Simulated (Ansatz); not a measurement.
Consider the following.

```xyz
5
Lattice="4.1928 0.0000 0.0000 0.0000 4.1492 0.0000 0.0000 0.0000 4.1928" Properties=species:S:1:pos:R:3 pbc="T T T"
La     0.0000     0.0000     0.0000
Lu     2.0964     2.0746     2.0964
O      0.0000     2.0746     2.0964
O      2.0964     2.0746     0.0000
O      2.0964     0.0000     2.0964
```

A single point on hypothetical cubic perovskite LaLuO3 with a change (uniaxial strain ε_yy = −1.04 %), its geometry relaxed with PBEsol.

The values are results of DFT with PBEsol, PAW potentials and a 420 eV plane-wave cutoff in Ansatz (a quantum-chemistry and plane-wave program), with spin-orbit coupling, not measurements. Γ-centred 8×8×8 mesh, Fermi–Dirac width 0.05 eV.

Problem. Estimate the gap character.

Solution. Direct at Γ.

Problem. Estimate the valence-band top at Γ (three highest Kramers pairs, from the VBM).

Solution. 0.00, -0.10, -0.13 eV.

Problem. Estimate the band gap.

Solution. 1.06 eV.

Problem. Predict the width of the top valence band.

Solution. 1.03 eV.

Single points use the geometry relaxed with PBEsol. No phonon test of stability was made. The cell was made from LaLuO$_{3}$ in the cubic perovskite structure (space group Pm-3m, No. 221; a hypothetical phase, not in the database extracts checked) by this change: uniaxial strain ε_yy = −1.04 %. Many cubic perovskites are stable only at high temperature; tilts and polar distortions were not tested.
